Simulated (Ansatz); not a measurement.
Take BaTiO₃ (space group P4mm, No. 99; a = 3.955 Å, c = 4.044 Å) as the base. Axes: x, y, z lie along a, b, c of the conventional cell.

Structures relaxed with PBEsol/PAW in Ansatz (a quantum-chemistry and plane-wave program), no spin-orbit coupling.

Base:

Simulated powder pattern, Cu Kα1, λ = 1.54056 Å (kinematic, ideal powder, no thermal factors, no anomalous dispersion; the 8 strongest lines at most, above 2 %, up to 2θ = 90°):

| 2θ (°) | I/Imax (%) | hkl |
|---|---|---|
| 22.46 | 18 | (100) |
| 31.61 | 100 | (101) |
| 31.97 | 48 | (110) |
| 39.13 | 37 | (111) |
| 45.84 | 33 | (200) |
| 56.08 | 19 | (112) |
| 56.76 | 37 | (211) |
| 66.02 | 20 | (202) |

Now apply this change: compressive biaxial strain of 1.40 % in the plane normal to [001], as in epitaxy on a mismatched substrate; the out-of-plane cell vector and the atoms relax.

### Question
How do the reflections move or split?

### Answer

Simulated powder pattern, Cu Kα1, λ = 1.54056 Å (kinematic, ideal powder, no thermal factors, no anomalous dispersion; the 8 strongest lines at most, above 2 %, up to 2θ = 90°):

```
2θ (°)  I/Imax (%)    hkl
------  ----------  -----
31.53          100  (101)
32.44           46  (110)
39.26           37  (111)
43.83           18  (002)
46.53           31  (200)
55.57           19  (112)
57.30           36  (211)
65.83           19  (202)
```

The indices refer to the base's conventional cell; one index is shown for lines that coincide.

No phonon test of stability was made. All final runs are without spin polarisation.
